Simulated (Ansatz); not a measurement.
Consider interstitial Li in amorphous Si20P2O45 (a melt-quenched model of 67 atoms), charge state +1. The step: a concerted move, in which Li travels most; the atom moves 2.25 Å along (0.21, -0.08, -0.03) of the unit cell; the moving atom starts with neighbours O at 1.71, O at 2.01, 2 O at 2.16 Å and ends with O at 1.69, O at 2.00, O at 2.03 Å. DFT values are from Ansatz (plane-wave PAW, 420 eV unless said) in a cell of 67 host sites, spin-restricted, static, with no finite-size correction. The charge state is imposed; whether it is stable for some Fermi level was not computed. Sites that were not tried may lie lower. For the PBE band: the saddle point's order was not checked.

```json
[
 {"Level": "PBE, the Γ point alone, band relaxed", "Forward barrier (eV)": "0.30", "Cost of the band or of the saddle's single point": "around 40 core-minutes (rough)"},
 {"Level": "PBE, a 2×2×2 k-point mesh shifted by half a step, same geometries", "Forward barrier (eV)": "0.30", "Cost of the band or of the saddle's single point": "around 2.1 core-minutes (rough)"},
 {"Level": "r2SCAN at 500 eV, the Γ point alone, same geometries", "Forward barrier (eV)": "___", "Cost of the band or of the saddle's single point": "about 70 core-seconds (a rough figure)"},
 {"Level": "HSE06, Γ point alone, same geometries", "Forward barrier (eV)": "0.28", "Cost of the band or of the saddle's single point": "around 4 core-minutes (rough)"}
]
```

Question: Fill in the missing entries.

Answer: 
- r2SCAN at 500 eV, the Γ point alone, same geometries, Forward barrier (eV): 0.31

Ansatz is a first-principles code.
